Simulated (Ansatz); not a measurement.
## Carrier properties of SrTiO3 under load (space group P4/mmm)

```
SrTiO3
1.0
    3.90115     0.00000     0.00000
    0.00000     3.90115     0.00000
    0.00000     0.00000     3.88520
Sr Ti O
1 1 3
Direct
  0.00000   0.00000   0.00000
  0.50000   0.50000   0.50000
  0.50000   0.00000   0.50000
  0.00000   0.50000   0.50000
  0.50000   0.50000   0.00000
```

Computed with PBEsol with spin-orbit coupling, rigid bands (plane waves, PAW; Ansatz, a program for electronic structure). Condition of this run: biaxial stress xx = yy = -1 GPa (compression positive) (the target of the relaxation). Cell: cell and atoms relaxed with PBEsol, then loaded as said.

```json
{
 "band_gap": "1.82 eV",
 "electron conductivity mass (300 K, dilute)": "0.63 (x), 0.63 (y), 0.71 (z) mₑ",
 "hole conductivity mass (300 K, dilute)": "1.93 (x), 1.93 (y), 1.66 (z) mₑ",
 "effective density of states N_c (300 K)": "5.2e19 cm⁻³",
 "effective density of states N_v (300 K)": "2.1e20 cm⁻³",
 "density_of_states_mass_electrons": "1.63 mₑ",
 "density_of_states_mass_holes": "4.1 mₑ",
 "Seebeck coefficient, n-type 1e19 cm⁻³, 300 K": "-391 μV/K",
 "Seebeck coefficient, p-type 1e19 cm⁻³, 300 K": "512 μV/K"
}
```

Rigid bands; masses and Seebeck coefficients take one relaxation time τ for all states and one kind of carrier; polarons and phonon drag are left out.
